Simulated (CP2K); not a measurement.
## CP2K run on LaSi3Os (I4mm, 5 atoms in the cell): self-consistent single point

Method of the run: LDA (Pade form), GPW, DZVP-MOLOPT-SR-GTH basis, GTH-PADE potentials (GTH_POTENTIALS) in CP2K 2026.2.

Input:

```
&GLOBAL
  PROJECT bulk
  RUN_TYPE ENERGY_FORCE
  PRINT_LEVEL LOW
&END GLOBAL
&FORCE_EVAL
  METHOD Quickstep
  STRESS_TENSOR ANALYTICAL
  &DFT
    BASIS_SET_FILE_NAME BASIS_MOLOPT
    BASIS_SET_FILE_NAME BASIS_MOLOPT_UCL
    POTENTIAL_FILE_NAME GTH_POTENTIALS
    &QS
      METHOD GPW
      EPS_DEFAULT 1E-10
    &END QS
    &MGRID
      CUTOFF 500
      REL_CUTOFF 50
      NGRIDS 5
    &END MGRID
    &SCF
      SCF_GUESS ATOMIC
      EPS_SCF 1E-6
      MAX_SCF 100
      ADDED_MOS 7
      &DIAGONALIZATION
        ALGORITHM STANDARD
      &END DIAGONALIZATION
      &MIXING
        METHOD BROYDEN_MIXING
        ALPHA 0.2
        NBUFFER 12
      &END MIXING
      &SMEAR ON
        METHOD GAUSSIAN
        SIGMA [eV] 0.1
      &END SMEAR
    &END SCF
    &KPOINTS
      SCHEME MONKHORST-PACK 8 8 8
      GAMMA_CENTERED T
    &END KPOINTS
    &XC
      &XC_FUNCTIONAL PADE
      &END XC_FUNCTIONAL
    &END XC
    &PRINT
      &MO
        EIGENVALUES T
        OCCUPATION_NUMBERS T
        NDIGITS 8
        FILENAME mo
        &EACH
          QS_SCF 0
        &END EACH
        ADD_LAST NUMERIC
      &END MO
      &MULLIKEN OFF
      &END MULLIKEN
    &END PRINT
  &END DFT
  &SUBSYS
    &CELL
      ABC 5.83814100 5.83814133 5.83814115
      ALPHA_BETA_GAMMA 136.93144543 136.93144416 62.54354732
      PERIODIC XYZ
    &END CELL
    &COORD
      La       8.51767486     5.17308202     0.00000000
      Si       3.57618489     2.17194223     0.00000000
      Si       1.43479066     2.64425225     1.51528400
      Si       3.00795266     0.05398125     1.51528400
      Os       5.59010798     3.39506820     0.00000000
    &END COORD
    &KIND La
      BASIS_SET DZVP-MOLOPT-SR-GTH-q11
      POTENTIAL GTH-PADE-q11
    &END KIND
    &KIND Si
      BASIS_SET DZVP-MOLOPT-SR-GTH-q4
      POTENTIAL GTH-PADE-q4
    &END KIND
    &KIND Os
      BASIS_SET DZVP-MOLOPT-SR-GTH-q16
      POTENTIAL GTH-PADE-q16
    &END KIND
  &END SUBSYS
  &PRINT
    &FORCES ON
    &END FORCES
    &STRESS_TENSOR ON
    &END STRESS_TENSOR
  &END PRINT
&END FORCE_EVAL
```

Output, abridged:

```
 GLOBAL| Method name                                                        CP2K
 GLOBAL| Project name                                                       bulk
 GLOBAL| Run type                                                   ENERGY_FORCE

 TOTAL NUMBERS AND MAXIMUM NUMBERS

  Total number of            - Atomic kinds:                                   3
                             - Atoms:                                          5
                             - Shell sets:                                     5
                             - Shells:                                        31
                             - Primitive Cartesian functions:                 25
                             - Cartesian basis functions:                    104
                             - Spherical basis functions:                     91

  Maximum angular momentum of- Orbital basis functions:                        3
                             - Local part of the GTH pseudopotential:          2
                             - Non-local part of the GTH pseudopotential:      5

 SCF PARAMETERS         Density guess:                                    ATOMIC
                        max_scf:                                             100
                        max_diis:                                              4
                        eps_scf:                                        1.00E-06
                        eps_diis:                                       1.00E-01
                        eps_eigval:                                     1.00E-05
                        level_shift [a.u.]:                             0.000000
                        added MOs                                         7    0
                        Mixing method:                            BROYDEN_MIXING
                                                charge density mixing in g-space
                        Smear method:                                   GAUSSIAN
                        Smearing width (sigma) [a.u.]:                  3.67E-03
                        Accuracy threshold:                             1.00E-10
                        No outer SCF

 Extrapolation method: initial_guess

 Number of electrons:                                                         39
 Number of occupied orbitals:                                                 20
 Number of molecular orbitals:                                                27

 Number of orbital functions:                                                 91
 Number of independent orbital functions:                                     91

 SCF WAVEFUNCTION OPTIMIZATION

  Step     Update method      Time    Convergence         Total energy    Change
     1 NoMix/Diag. 0.20E+00      -     1.11841423      -136.6935845367 -1.37E+02
     2 Broy./Diag. 0.20E+00      -     0.06140028      -135.6060148129  1.09E+00
     3 Broy./Diag. 0.20E+00      -     0.03648035      -135.9060385398 -3.00E-01
     4 Broy./Diag. 0.20E+00      -     0.03302342      -135.7321202250  1.74E-01
     5 Broy./Diag. 0.20E+00      -     0.00630705      -135.5858786629  1.46E-01
     6 Broy./Diag. 0.20E+00      -     0.00103079      -135.5644901118  2.14E-02
     7 Broy./Diag. 0.20E+00      -     0.00108703      -135.5633380671  1.15E-03
   [... 2 lines left out ...]
    10 Broy./Diag. 0.20E+00      -     0.00005404      -135.5698256373 -6.18E-04
    11 Broy./Diag. 0.20E+00      -     0.00000929      -135.5696529789  1.73E-04
    12 Broy./Diag. 0.20E+00      -     0.00000651      -135.5696474579  5.52E-06
    13 Broy./Diag. 0.20E+00      -     0.00000153      -135.5696089134  3.85E-05
    14 Broy./Diag. 0.20E+00      -     0.00000090      -135.5696086596  2.54E-07

  *** SCF run converged in    14 steps ***

  Electronic density on regular grids:        -38.9999999994        0.0000000006
  Core density on regular grids:               38.9999999952       -0.0000000048
  Total charge density on r-space grids:       -0.0000000042
  Total charge density g-space grids:          -0.0000000042

  Overlap energy of the core charge distribution:               0.00000000296381
  Self energy of the core charge distribution:               -233.45229137415262
  Core Hamiltonian energy:                                     50.14950121853420
  Hartree energy:                                              65.29022052070120
  Exchange-correlation energy:                                -17.55667147028369
  Smearing free energy correction:                             -0.00036755723537
  Fermi energy:                                                 0.37868964576325

  Total energy:                                              -135.56960865958536
  Total energy (extrapolated to sigma->0):                   -135.56942488096766

 ENERGY| Total FORCE_EVAL ( QS ) energy [hartree]           -135.569606940968555

 FORCES| Atomic forces [hartree/bohr]
 FORCES|   Atom     x               y               z               |f|
 FORCES|      1 -2.08883934E-03 -1.26865399E-03 -6.38503768E-09   2.44391749E-03
 FORCES|      2  6.83840963E-03  4.15315546E-03 -1.03361296E-10   8.00078412E-03
 FORCES|      3 -4.56901605E-03 -2.77492093E-03  1.19673726E-07   5.34566122E-03
 FORCES|      4 -4.56902790E-03 -2.77485561E-03 -1.32267134E-07   5.34563744E-03
 FORCES|      5  4.38847459E-03  2.66527563E-03  1.29545214E-08   5.13443311E-03
 FORCES| Sum     9.27144748E-10  5.62919452E-10 -6.12728547E-09
 FORCES| Total atomic force                                       6.22254794E-09

 STRESS| Analytical stress tensor [bar]
 STRESS|                        x                   y                   z
 STRESS|      x       -7.29396140271E+04  -2.47306112461E+03   2.89230902277E-01
 STRESS|      y       -2.47306112461E+03  -7.03698450834E+04   2.31915522331E-01
 STRESS|      z        2.89230902277E-01   2.31915522331E-01  -6.88678982355E+04
 STRESS| 1/3 Trace                                            -7.07257857820E+04
```

The run converged in 14 iterations.

The starting cell comes from a database of computed structures (which also holds hypothetical and non-ambient phases and stackings), without a prior relaxation at this level. Spin polarisation is off. Values carry the incompleteness of an atom-centred basis. With a pressure of about -7 GPa the cell is away from its equilibrium volume at this level.

Cost on one core of a shared machine: roughly 90 s.
